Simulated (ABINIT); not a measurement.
**Worked example: self-consistent single point of Hg₃Pt (I4/mmm, 4 atoms in the cell) in ABINIT**

Method: LDA (PW92), PAW (JTH v2.0 LDA PAW) (plane waves; ABINIT 10.0.3).

Input:

```
# Hg3Pt, JTH v2.0 LDA PAW
pp_dirpath "./"
pseudos "Hg.LDA_PW-JTH.xml, Pt.LDA_PW-JTH.xml"
acell 3*1.0 Angstrom
rprim
        -2.1021850000    2.1021850000    4.6325300000
         2.1021850000   -2.1021850000    4.6325300000
         2.1021850000    2.1021850000   -4.6325300000
natom 4
ntypat 2
znucl 80 78
typat 1 1 1 2
xcart
         0.0000000000    3.9725539133    4.3771064821
         3.9725539133    0.0000000000    4.3771064821
         0.0000000000    0.0000000000    8.7542129641
         0.0000000000    0.0000000000    0.0000000000
ecut 21
pawecutdg 42
pawxcdev 0
occopt 3
tsmear 0.00367493
nband 30
kptopt 1
ngkpt 8 8 8
nshiftk 1
shiftk 0 0 0
nstep 50
tolvrs 1.0e-12
prtwf 0
prtden 0
```

The program printed (abridged):

```
 Symmetries : space group I4/m m m (#139); Bravais tI (body-center tetrag.)

 -outvars: echo values of preprocessed input variables --------
            acell      1.8897261329E+00  1.8897261329E+00  1.8897261329E+00 Bohr
             ecut      2.10000000E+01 Hartree
              ixc       -1012
         kptrlatt        8    0    0      0    8    0      0    0    8
          kptrlen      6.35608629E+01
            natom           4
            nband          30
            ngfft          45      45      45
          ngfftdg          64      64      64
             nkpt          59
            nstep          50
             nsym          16
           ntypat           2
           occopt           3
        pawecutdg      4.20000000E+01 Hartree
         pawxcdev           0
            rprim     -2.1021850000E+00  2.1021850000E+00  4.6325300000E+00
                       2.1021850000E+00 -2.1021850000E+00  4.6325300000E+00
                       2.1021850000E+00  2.1021850000E+00 -4.6325300000E+00
          spgroup         139
           tolvrs      1.00000000E-12
           tsmear      3.67493000E-03 Hartree
            typat      1  1  1  2
           useylm           1
             xred      7.5000000000E-01  2.5000000000E-01  5.0000000000E-01
                       2.5000000000E-01  7.5000000000E-01  5.0000000000E-01
                       5.0000000000E-01  5.0000000000E-01  0.0000000000E+00
                       0.0000000000E+00  0.0000000000E+00  0.0000000000E+00
            znucl       80.00000   78.00000

== DATASET  1 ==================================================================

 Real(R)+Recip(G) space primitive vectors, cartesian coordinates (Bohr,Bohr^-1):
 R(1)= -3.9725539  3.9725539  8.7542130  G(1)=  0.0000000  0.1258636  0.0571154
 R(2)=  3.9725539 -3.9725539  8.7542130  G(2)=  0.1258636  0.0000000  0.0571154
 R(3)=  3.9725539  3.9725539 -8.7542130  G(3)=  0.1258636  0.1258636  0.0000000
 Unit cell volume ucvol=  5.5260741E+02 bohr^3
 Angles (23,13,12)=  1.35096141E+02  1.35096141E+02  6.53808545E+01 degrees

 Coarse grid specifications (used for wave-functions):

 getcut: wavevector=  0.0000  0.0000  0.0000  ngfft=  45  45  45
         ecut(hartree)=     21.000   => boxcut(ratio)=   2.05232

 Fine grid specifications (used for densities):

 getcut: wavevector=  0.0000  0.0000  0.0000  ngfft=  64  64  64
         ecut(hartree)=     42.000   => boxcut(ratio)=   2.10957

   7.15555493E+03                                ecore*ucvol(ha*bohr**3)

_setup2: Arith. and geom. avg. npw (full set) are    2540.330    2540.320

--- !BeginCycle
solver: {iscf: 17, nstep: 50, nline: 4, wfoptalg: 10, }
tolerances: {tolvrs: 1.00E-12, }
...

     iter   Etot(hartree)      deltaE(h)  residm     nres2
 ETOT  1  -153.85732423571    -1.539E+02 3.074E-01 5.969E+01
 ETOT  2  -154.50641282147    -6.491E-01 3.051E-02 6.569E+01
 ETOT  3  -154.35701131981     1.494E-01 1.882E-02 2.055E+01
 ETOT  4  -154.35603451834     9.768E-04 4.511E-03 9.718E+00
 ETOT  5  -154.33796654136     1.807E-02 3.673E-03 3.239E+00
 ETOT  6  -154.33727350464     6.930E-04 3.329E-03 3.211E-01
   [... 28 lines left out ...]
 ETOT 35  -154.33770452646     5.599E-12 7.557E-06 1.273E-10
 ETOT 36  -154.33770452646    -2.274E-12 7.660E-06 2.878E-11
 ETOT 37  -154.33770452646    -1.023E-12 5.710E-06 4.288E-11
 ETOT 38  -154.33770452646     1.847E-12 5.764E-06 5.223E-11
 ETOT 39  -154.33770452646     1.137E-13 4.301E-06 5.105E-13

 At SCF step   39       nres2   =  5.10E-13 < tolvrs=  1.00E-12 =>converged.

 Cartesian components of stress tensor (hartree/bohr^3)
  sigma(1 1)=  3.47800841E-04  sigma(3 2)=  0.00000000E+00
  sigma(2 2)=  3.47800841E-04  sigma(3 1)=  0.00000000E+00
  sigma(3 3)=  3.50400867E-04  sigma(2 1)=  0.00000000E+00

 ----iterations are completed or convergence reached----

 reduced coordinates (array xred) for    4 atoms
       0.750000000000      0.250000000000      0.500000000000
       0.250000000000      0.750000000000      0.500000000000
       0.500000000000      0.500000000000      0.000000000000
       0.000000000000      0.000000000000      0.000000000000
 cartesian forces (eV/Angstrom) at end:
    1     -0.00000000000000    -0.00000000000000    -0.00000000000000
    2      0.00000000000000     0.00000000000000    -0.00000000000000
    3      0.00000000000000     0.00000000000000    -0.00000000000000
    4      0.00000000000000     0.00000000000000    -0.00000000000000
 frms,max,avg= 2.4820346E-30 5.2651906E-30   0.000E+00  0.000E+00  0.000E+00 e/A
 length scales=  1.889726132886  1.889726132886  1.889726132886 bohr
              =  1.000000000000  1.000000000000  1.000000000000 angstroms
 Fermi (or HOMO) energy (hartree) =   0.21032   Average Vxc (hartree)=  -0.41175
 Eigenvalues (hartree) for nkpt=  59  k points:
 kpt#   1, nband= 30, wtk=  0.00195, kpt=  0.0000  0.0000  0.0000 (reduced coord)
  -0.14842   -0.09867   -0.09369   -0.08801   -0.06339   -0.06339   -0.05558   -0.05558
  -0.05544   -0.04774   -0.03473   -0.02697   -0.02010   -0.02010   -0.01370    0.00985
   0.10450    0.12839    0.12839    0.12980    0.16017    0.17831    0.25827    0.26959
   0.33975    0.34961    0.34961    0.36162    0.36162    0.45650
      occupation numbers for kpt#   1
   2.00000    2.00000    2.00000    2.00000    2.00000    2.00000    2.00000    2.00000
   2.00000    2.00000    2.00000    2.00000    2.00000    2.00000    2.00000    2.00000
   2.00000    2.00000    2.00000    2.00000    2.00000    1.99967    0.00000    0.00000
   0.00000    0.00000    0.00000    0.00000    0.00000    0.00000
 prteigrs : prtvol=0 or 1, do not print more k-points.

--- !EnergyTerms
comment             : Components of total free energy in Hartree
kinetic             :  3.92825045131867E+01
hartree             :  2.06963738730265E+01
xc                  : -1.24694283333040E+01
Ewald energy        : -1.48157512514480E+02
psp_core            :  1.29487133145162E+01
local_psp           : -6.93838497604778E+01
spherical_terms     :  2.74707723435076E+00
internal            : -1.54336121673182E+02
'-kT*entropy'       : -1.58236725529780E-03
total_energy        : -1.54337704040437E+02
total_energy_eV     : -4.19974250871541E+03
...

-Cartesian components of stress tensor (GPa)         [Pressure= -1.0258E+01 GPa]
- sigma(1 1)=  1.02326523E+01  sigma(3 2)=  0.00000000E+00
- sigma(2 2)=  1.02326523E+01  sigma(3 1)=  0.00000000E+00
- sigma(3 3)=  1.03091477E+01  sigma(2 1)=  0.00000000E+00

 Calculation completed.
```

The run converged in 39 iterations.

The starting cell comes from a database of computed structures (which also holds hypothetical and non-ambient phases and stackings), without a prior relaxation at this level. Spin polarisation is off. With a pressure of about -10 GPa the cell is away from its equilibrium volume at this level.

Cost on one core of a shared machine: roughly 10 min.
